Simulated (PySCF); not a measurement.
PySCF 2.14.0, PBE/def2-svp, df: Hf(S)(Cl)(OMe) (C[O][Hf](=[S])[Cl]), 8 atoms. The geometry is a generated start, not checked to be a minimum at this level.

```
Quantity                                             Value
-------------------------  -------------------------------
task                                                energy
method                                                 pbe
basis                                             def2-svp
two-electron scheme                        density fitting
mol.max_memory                                     3000 MB
mf.max_cycle                                           100
mf.init_guess                              minao (default)
mf.DIIS                                    CDIIS (default)
mf.conv_tol                                1e-09 (default)
mf.grids.level                                 3 (default)
effective core potentials  those of the basis set, past Kr
basis functions                                        111
grid points                                         119176
```

```xyz
8

Hf     0.6504     0.0170     1.5063
S      0.7619    -1.1572     3.4595
Cl     0.4584     2.2931     1.1783
O     -0.1292    -0.7769    -0.0121
C     -0.3818    -0.2029    -1.2790
H      0.1880    -0.7401    -2.0464
H     -1.4482    -0.2945    -1.5141
H     -0.0995     0.8616    -1.2926
```

Charge 0 and multiplicity 1 are set for this test and not shown to be the ground state.

One run each on 2 threads, 1 BLAS thread. Values of diis_space tried: 3, 5, 8 (default), 12, 20.

Predict the course of the Fock builds along this series.

Fewest Fock builds, within one of each other: 8 (default) with 15, 12 with 15, 20 with 15. The count rises to 48 at 3. All converge to one solution.

| diis_space | Fock builds | end |
|---|---|---|
| 3 | 48 | same solution |
| 5 | 18 | same solution |
| 8 (default) | 15 | same solution |
| 12 | 15 | same solution |
| 20 | 15 | same solution |
